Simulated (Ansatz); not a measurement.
Pressure series in Sr3Ti2O7

Take Sr$_{3}$Ti$_{2}$O$_{7}$ (space group I4/mmm, No. 139) as the base.

Sr3Ti2O7 is taken in the tetragonal space group I4/mmm (No. 139), Pearson symbol tI24. Conventional cell: a = b = 3.886 Å, c = 20.213 Å, α = β = γ = 90.00°. Sr1 on 4e is surrounded by 1 O at 2.459 Å and 8 O at 2.634–2.755 Å. Sr2 on 2b has 12 O at 2.748 Å (cuboctahedral). Ti on 4e has 6 O at 1.943–1.977 Å (octahedral). O1 on 8g has 2 Ti at 1.943 Å and 4 Sr at 2.634–2.750 Å (octahedral). O2 on 4e is surrounded by 1 Ti at 1.947 Å and 1 Sr at 2.459 Å and 4 Sr at 2.755 Å (octahedral). O3 on 2a is surrounded by 2 Ti at 1.977 Å and 4 Sr at 2.748 Å (octahedral). (Neighbours: up to the widest gap in distance over summed covalent radii, below 1.35, at either atom; cation-cation and far metal-metal contacts left out.)
(The calculation used a cell of 12 atoms; values per cell refer to that cell.)

Cell and atoms are relaxed at each pressure.

Calculations: PBEsol (Ansatz, an electronic-structure program; PAW; 420 eV plane waves; no spin-orbit coupling).

```json
[
 {"pressure (GPa)": "-2", "volume per atom (Å³/atom)": "12.890"},
 {"pressure (GPa)": "-1", "volume per atom (Å³/atom)": "12.801"},
 {"pressure (GPa)": "0", "volume per atom (Å³/atom)": "12.716"},
 {"pressure (GPa)": "0.7", "volume per atom (Å³/atom)": "12.659"},
 {"pressure (GPa)": "1.5", "volume per atom (Å³/atom)": "?"},
 {"pressure (GPa)": "3", "volume per atom (Å³/atom)": "12.480"},
 {"pressure (GPa)": "5", "volume per atom (Å³/atom)": "12.335"},
 {"pressure (GPa)": "7.5", "volume per atom (Å³/atom)": "12.166"},
 {"pressure (GPa)": "10", "volume per atom (Å³/atom)": "12.009"}
]
```

Problem. Fit the third-order Birch–Murnaghan form P(V) = (3B₀/2)[(V₀/V)^(7/3) − (V₀/V)^(5/3)]·[1 + (3/4)(B₀′ − 4)((V₀/V)^(2/3) − 1)] (squares taken in P) to the rows shown and predict the withheld row.

Solution. Least squares on the printed values gives V₀ = 12.717 Å³/atom, B₀ = 153 GPa, B₀′ = 4.7; this predicts 12.595 Å³/atom, and the run gives 12.595 Å³/atom, in agreement.

Load acts through the strain it causes; cell and atoms are relaxed under it. Stability against distortions was not tested. No other phases were tried under pressure. All final runs are without spin polarisation.
